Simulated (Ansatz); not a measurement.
For TiO2 (I4₁/amd, No. 141, 6 atoms in the cell; start mp-34688; metastable phase), PBE in Ansatz (PAW) gives:

- lattice constant a = 3.799 Å
- lattice parameter c = 9.701 Å
- cohesive energy = 6.89 eV/atom

Task: What does r²SCAN+rVV10 (Ansatz, a program for electronic structure, PAW) give for the same quantities?

Result: 
- lattice constant a: 3.775 Å (drops by 0.6 %)
- lattice parameter c: 9.530 Å (decreases by 1.8 %)
- cohesive energy: 6.91 eV/atom (is nearly the same)

Changes are worked out from the printed values.

Unless a cell is named, each level is at its own relaxed cell (PBE 11.67, r²SCAN+rVV10 11.32 Å³/atom).

Caveats: the relaxation could not lower the start's symmetry, so the cell can be a saddle point above a distorted one (PBE, r²SCAN+rVV10). Ansatz's density-functional and Hartree–Fock values are scalar-relativistic unless marked +SOC, with PAW data made under PBE.

A start named mp-… is a Materials Project structure, which need not be a measured phase.
